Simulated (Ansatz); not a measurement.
Ta, element substitutions

The parent structure is Ta in the bcc (W type) structure (space group Im-3m, No. 229; a = 3.2819 Å).

Each row replaces one element on all its sites; cell and atoms are relaxed.

Computed with plane-wave PAW DFT at the PBEsol level (Ansatz, a program for electronic structure, 420 eV), spin-orbit coupling left out.

Candidates:
(a) Ta → Nb
(b) Ta → W
(c) Ta → V

Base values:

The shortest interatomic distance is 5.371 bohr.

### Question
Order them by shortest interatomic distance, highest first.

### Answer
(a) Ta → Nb (5.354 bohr), (b) Ta → W (5.162 bohr), (c) Ta → V (4.842 bohr)

Stability against distortions was not tested. Starting moments died away, wholly or in part, for Ta → V; another magnetic solution may exist. All final runs are without spin polarisation.
